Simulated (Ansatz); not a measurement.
Amorphous Si24O48Zn, 73 atoms at 2.29 g/cm³, one PBE-relaxed geometry, zone centre. Methods: PBE, scalar-relativistic without spin-orbit coupling (Ansatz, a first-principles code); r2SCAN, scalar-relativistic without spin-orbit coupling (Ansatz); HSE06, scalar-relativistic without spin-orbit coupling (Ansatz). Plane waves to 420 eV (r2SCAN 500 eV); exact exchange is cut at the cell's faces. The usual formal charges leave 2 electrons over, so the level spacing at the Fermi energy parts defect or band states and needn't be the band gap. At PBE the levels at the filled edge of the gap are localised (band-tail or defect states), and the nearest spread-out levels lie 5.1 eV apart at the zone centre. All rungs ran without spin polarisation.

Preparation: random packing, a CHGNet melt and quench, and a DFT relaxation. O atoms were pushed apart under 1.9 Å during the dynamics, to hinder bonds among them. The hot cell started wider than the set density and was brought back towards it in steps. It is the lowest in DFT energy of 2 quenches. It is a model cell: composition and starting density were chosen by hand, and all elements were melted together. No dispersion term was used. Its density started from a set value of 2.28 and ended at 2.29 g/cm³. Cooling (nominally 320 K/ps over its main leg) ran many orders faster than in experiment, which tends to leave more defects and strain. Values belong to this one cell and scatter from quench to quench. The volume was free in the relaxation, at fixed shape. Stress components on the final sampling reach 2.9 GPa. On a 2×2×2 Γ-centred mesh force components of up to 0.14 eV/Å stay, since the relaxation ran on the zone centre alone.

The relaxation ran on the zone centre alone. At PBE the level spacing at the Fermi energy is 1.95 eV on a 2×2×2 Γ-centred mesh, and the spacing at the zone centre alone 2.06 eV.

Question: What zone-centre spacing does r2SCAN give, roughly?

Answer: 2.49 eV (+0.43 eV against PBE).

Question: What zone-centre spacing does HSE06 give, roughly?

Answer: 3.03 eV (+0.97 eV against PBE).

The highest filled and the lowest empty state spread over these numbers of atoms (participation numbers): PBE: 4.7 and 35.8; r2SCAN: 4.4 and 39.0; HSE06: 4.3 and 39.7.
